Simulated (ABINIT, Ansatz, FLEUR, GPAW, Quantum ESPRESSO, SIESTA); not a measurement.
# One structure in several programs: Zr4CuNi (I422, 6 atoms in the cell)

Self-consistent single point, at a second geometry (lattice scaled by 0.98). First geometry:

```xyz
6
Lattice="-3.2951 3.2951 2.6038 3.2951 -3.2951 2.6038 3.2951 3.2951 -2.6038" Properties=species:S:1:pos:R:3 pbc="T T T"
Zr     4.3574     1.0623     1.3019
Zr    -1.0623     4.3574     1.3019
Zr     2.2328    -1.0623     1.3019
Zr     1.0623     2.2328     1.3019
Cu     0.0000     0.0000     2.6038
Ni     0.0000     0.0000     0.0000
```

Shared settings, as Ansatz (a program for electronic structure) writes them: kpoints.mp_grid.grid = 5 5 5; scf.occupations.method = gaussian; scf.occupations.width = 0.136 eV. Potentials and cutoffs stand in the table.

```csv
code,model,ΔF from the first geometry (meV/atom),pressure (GPa),largest force (eV/Å),cutoff
SIESTA,"GGA PBEsol, numerical atomic orbitals DZP, PseudoDojo PBEsol standard norm-conserving potentials (rewritten from UPF to PSML)",-30.4,-0.69,0.143,grid 400 Ry
Ansatz,"PBEsol, PAW files made with PBE",-11.3,2.15,0.030,420 eV
FLEUR,"PBEsol, all-electron FLAPW (FLEUR), scalar-relativistic valence",–,–,0.034,Kmax 4.5 1/bohr
ABINIT,"PBEsol, PAW (JTH v2.0 PBE PAW, files made for PBE)",-10.5,0.83,0.037,60 Ry
Quantum ESPRESSO,"PBEsol, SSSP 1.1.2 efficiency (PBE) pseudopotentials",-11.3,2.00,0.030,50 Ry
GPAW,"PBEsol, GPAW PAW datasets PBEsol (made by gpaw-setup)",-11.1,2.11,0.038,850 eV
```

For ABINIT (by 1.4 GPa) the energy change implies a higher mean pressure, against the two pressures, than for the other programs: a sign of finite-basis (Pulay) stress.

A dash marks a value that a program does not give, or that is left out as unsure.

On Ansatz's run: spin polarisation is off.

The spread over the programs that give each value: ΔF from the first geometry within 19.9 meV/atom; pressure within 2.84 GPa; largest force within 0.113 eV/Å.

SIESTA uses small atom-centred bases, whose incompleteness enters pressures, forces and empty levels differently from a plane-wave cutoff. FLEUR treats all electrons, but the usual bases taken here (sphere radii, linearisation, local orbitals, empty states) were not tested for convergence, so the values are no reference for the others. Ansatz's pressure is given at a fixed set of plane waves, as the other plane-wave codes print theirs. In the pressure, SIESTA (by 2.74) and ABINIT (by 1.23) lie more than 1 GPa from the median of the plane-wave programs. In the force vectors, SIESTA (by 0.110) lies more than 0.08 eV/Å from the median of the plane-wave programs.

The starting cell comes from a database of computed structures (which also holds hypothetical and non-ambient phases and stackings), without a prior relaxation at this level. For this run, on top of that: lattice scaled by 0.98.

Left out of this page: Elk (not drawn, or without a comparable value).

Keys are those of Ansatz 0.2.
